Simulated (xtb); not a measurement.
xtb 6.7.1, GFN1-xTB: Fc1cc(-c2cc3sccc3s2)sc1-c1c(F)c(F)cc(F)c1F, 29 atoms. The geometry is a generated start, not checked to be a minimum at this level.

```json
{
 "run_flags": "--grad",
 "method": "GFN1-xTB",
 "--acc": "1 (default)",
 "--etemp (K)": "300 (default)",
 "basis_functions": "124",
 "valence_electrons": "122"
}
```

```xyz
29

F      2.1315     2.5589    -0.2092
C      1.2621     1.5421    -0.1150
C     -0.1243     1.7030    -0.3393
C     -0.8180     0.5159    -0.1771
C     -2.2459     0.3220    -0.3446
C     -3.0768     1.1014    -1.1292
C     -4.4312     0.6556    -1.0673
S     -5.9326     1.1702    -1.7933
C     -6.7635    -0.0890    -0.9804
C     -5.9552    -0.8732    -0.1898
C     -4.6006    -0.4260    -0.2518
S     -3.1007    -0.9327     0.4701
S      0.2602    -0.7641     0.2321
C      1.6315     0.2617     0.2143
C      2.9618    -0.2735     0.4912
C      3.2773    -0.8570     1.7240
F      2.3549    -0.9312     2.6958
C      4.5571    -1.3541     1.9728
F      4.8405    -1.9078     3.1593
C      5.5515    -1.2799     1.0069
C      5.2490    -0.6966    -0.2158
F      6.2010    -0.6188    -1.1552
C      3.9727    -0.1962    -0.4741
F      3.7212     0.3520    -1.6731
H     -0.5847     2.6474    -0.5985
H     -2.7493     1.9426    -1.7270
H     -7.8303    -0.1925    -1.1275
H     -6.3040    -1.7133     0.3971
H      6.5446    -1.6670     1.2046
```

One run each on 1 thread. Values of broydamp tried: 0.02, 0.05, 0.1, 0.2, 0.4 (default), 0.6, 0.8, 1.

Q: How does the count of SCC iterations change with broydamp, and where is it least?

A: Fewest SCC iterations, within one of each other: 0.2 with 12, 0.4 (default) with 12, 0.6 with 13. The count rises to 19 at 0.02. All converge to one solution.

```tsv
broydamp	SCC iterations	end
0.02	19	same solution
0.05	16	same solution
0.1	15	same solution
0.2	12	same solution
0.4 (default)	12	same solution
0.6	13	same solution
0.8	15	same solution
1	16	same solution
```
